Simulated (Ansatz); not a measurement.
Results of LDA in Ansatz (plane waves, PAW) for In2S3 (I4₁/amd, No. 141).

Numerical settings: plane-wave cutoff 520 eV, 6×6×6 k mesh, Fermi–Dirac smearing 0.01 eV, scalar-relativistic PAW data made under PBE.

Cell (relaxed at this level):

```xyz
40
Lattice="-3.7777 3.7777 16.1049 3.7777 -3.7777 16.1049 3.7777 3.7777 -16.1049" Properties=species:S:1:pos:R:3 pbc="T T T"
In     0.0000     5.6666     4.0262
In     1.8889     3.7777    12.0787
In     0.0000     1.8889     4.0262
In    -1.8889     3.7777    12.0787
In     3.7777     1.7448    -1.3716
In     5.8106     0.0000     6.6809
In     0.0000     2.0329    14.7333
In     1.7448     0.0000     6.6809
In     3.7777     2.0329     9.4240
In     2.0329     0.0000    17.4765
In     3.7777    -2.0329     9.4240
In     1.7448     3.7777     1.3716
In     0.0000     0.0000    10.6149
In     3.7777     0.0000     2.5624
In     3.7777     0.0000    13.5425
In     0.0000     0.0000    21.5950
S      0.0000     1.9434    12.1131
S      1.8343     0.0000     4.0606
S      3.7777     1.8343    -3.9918
S      5.7212     0.0000     4.0606
S      3.7777    -1.9434    12.0443
S      1.8343     3.7777     3.9918
S      3.7777     1.9434    12.0443
S      1.9434     0.0000    20.0967
S      0.0000     5.7277     6.5501
S      1.8278     3.7777    14.6026
S      0.0000     1.8278     6.5501
S     -1.8278     3.7777    14.6026
S      0.0000     5.6055     1.5024
S     -1.9499     3.7777     9.5548
S      0.0000     1.9499     1.5024
S      1.9499     3.7777     9.5548
S      3.7777     2.0631     1.2223
S      1.7147     3.7777    -6.8302
S      0.0000     1.7147    17.3272
S      2.0631     0.0000     9.2748
S      3.7777     1.7147     6.8302
S      1.7147     0.0000    14.8826
S      0.0000     2.0631    22.9351
S      2.0631     3.7777    -1.2223
```

Question: Predict the band gap.

Answer: 
- band gap = 0.93 eV (on the SCF k mesh)

Note: the relaxation could not lower the start's symmetry, so the cell can be a saddle point above a distorted one.

Spin–orbit coupling is not included.

Ansatz is a program for electronic structure.
